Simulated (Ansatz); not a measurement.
Consider HfN in the rock salt structure (space group Fm-3m, No. 225; a = 4.502 Å; relaxed with 0.1 eV smearing). Axes: x, y, z lie along the cube axes.

Level of theory: PBEsol (Ansatz, a first-principles code; PAW; 420 eV plane waves; no SOC).

One thing is altered: compressive biaxial strain of 0.89 % in the plane normal to [110], as in epitaxy on a mismatched substrate; the out-of-plane cell vector and the atoms relax.

Task: What happens to the ratio −ε⊥/ε∥?

Result: The ratio −ε⊥/ε∥ comes out as 0.73.

Task: Predict the new in-plane stress.

Result: The mean in-plane stress (compression positive) amounts to +5.0 GPa.

Stability against distortions was not tested. The final runs are not spin-polarised. An odd electron count without spin: HfN.
